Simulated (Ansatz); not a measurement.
The starting structures come from a database of crystals and need not be the phases stable at ambient conditions.

By PBEsol, the system below comes out a metal.

The ballistic (Sharvin) conductance counts the channels at the Fermi level: G/A = (e²/h) × channels of both spins per area.

Input:

```xyz
6
Lattice="4.8453 0.0000 0.0000 -2.4226 4.1961 0.0000 2.4226 1.3987 3.9562" Properties=species:S:1:pos:R:3 pbc="T T T"
Hf     0.0000     2.7974     1.9781
Hf     2.4226     1.3987     0.9890
Ni     2.4226     4.1961     1.4836
Ni     1.2113     4.8955     3.4616
Ni     3.6340     4.8955     3.4616
Ni     2.4226     2.7974     3.4616
```

Space group of this cell: Fd-3m, cubic Laves (MgCu2 type). The cell is taken as given; by PBEsol its mean pressure is -1.6 GPa.

The current flows along the normal of the first two printed cell vectors, the (111) plane of the conventional cell. No spin-orbit coupling; the value is a mean over 0.1 eV about the Fermi level.

Task: Compute, with PBEsol (Ansatz, a program for electronic structure), the ballistic conductance per area.

Result: 0.54 × 10¹⁵ S/m² for both spins.
